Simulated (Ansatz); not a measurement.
The reference is Ni in the fcc (Cu type) structure (space group Fm-3m, No. 225; ferromagnetic; relaxed with 0.1 eV smearing).

```xyz
1
Lattice="0.0000 1.7394 1.7394 1.7394 0.0000 1.7394 1.7394 1.7394 0.0000" Properties=species:S:1:pos:R:3 pbc="T T T"
Ni     0.0000     0.0000     0.0000
```

Cartesian axes are those of the cell as printed.

All numbers come from Kohn–Sham DFT with the r2SCAN functional, run in Ansatz (a quantum-chemistry and plane-wave program) with PAW and 500 eV plane waves, no spin-orbit coupling.

Strains are applied to the cell and any free atomic positions relax; under biaxial strain the out-of-plane vector relaxes too.

One change was made to it. Results:

The magnetic state stays ferromagnetic; the pressure (mean of the normal stresses, compression positive) goes from zero to -1.6 GPa.

Q: What was done to the base?
A. biaxial strain −4.53 %, plane normal [110], relaxed out of plane
B. biaxial strain −4.60 %, plane normal [110], relaxed out of plane
C. biaxial strain +0.90 %, plane normal [001], relaxed out of plane
D. tensor shear ε_xz = −2.71 %
E. isotropic strain +4.54 %

A: C, biaxial strain +0.90 %, plane normal [001], relaxed out of plane. For comparison, the pressure in the other runs: biaxial strain −4.53 %, plane normal [110], relaxed out of plane gives 13.1 GPa; biaxial strain −4.60 %, plane normal [110], relaxed out of plane gives 13.3 GPa; isotropic strain +4.54 % gives -20.9 GPa; tensor shear ε_xz = −2.71 % gives 0.7 GPa.

Other magnetic orders, which the real material may have, were not ruled out. No phonon test of stability was made.
